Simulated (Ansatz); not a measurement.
# Evanescent states of SiO2 (P3_221, 9 atoms a cell, 12.6 Å³ an atom) along the normal of (001)

These are r2SCAN (plane waves, PAW; Ansatz, a quantum-chemistry and plane-wave program) values and carry that method's errors.

The gap is the functional's own, uncorrected, and κ follows it; spin-orbit coupling is left out. Mid-gap means the computed energy nearest the middle.

Energies count from the valence-band top; κ is the least over a 12×12 mesh across the current.

| E (eV) | κ (1/Å) | where |
|---|---|---|
| 0.15 | 0.235 | off Γ |
| 0.45 | 0.388 | off Γ |
| 0.75 | 0.462 | Γ |
| 1.05 | 0.512 | Γ |
| 1.35 | 0.526 | Γ |
| 1.65 | (withheld) | Γ |
| 1.95 | (withheld) | Γ |
| 2.25 | (withheld) | Γ |
| 2.55 | (withheld) | Γ |
| 2.85 | (withheld) | Γ |
| 3.15 | (withheld) | Γ |
| 3.45 | (withheld) | Γ |
| 3.75 | (withheld) | Γ |
| 4.05 | (withheld) | Γ |
| 4.35 | 0.462 | Γ |
| 4.65 | (withheld) | Γ |
| 4.95 | (withheld) | Γ |
| 5.25 | 0.381 | Γ |
| 5.55 | 0.342 | Γ |
| 5.85 | 0.295 | Γ |
| 6.15 | 0.233 | Γ |
| 6.45 | 0.137 | Γ |

Q: Fill in the missing entries.

A: 
- 1.65, κ (1/Å): 0.532
- 1.95, κ (1/Å): 0.535
- 2.25, κ (1/Å): 0.535
- 2.55, κ (1/Å): 0.533
- 2.85, κ (1/Å): 0.528
- 3.15, κ (1/Å): 0.520
- 3.45, κ (1/Å): 0.510
- 3.75, κ (1/Å): 0.497
- 4.05, κ (1/Å): 0.481
- 4.65, κ (1/Å): 0.440
- 4.95, κ (1/Å): 0.413
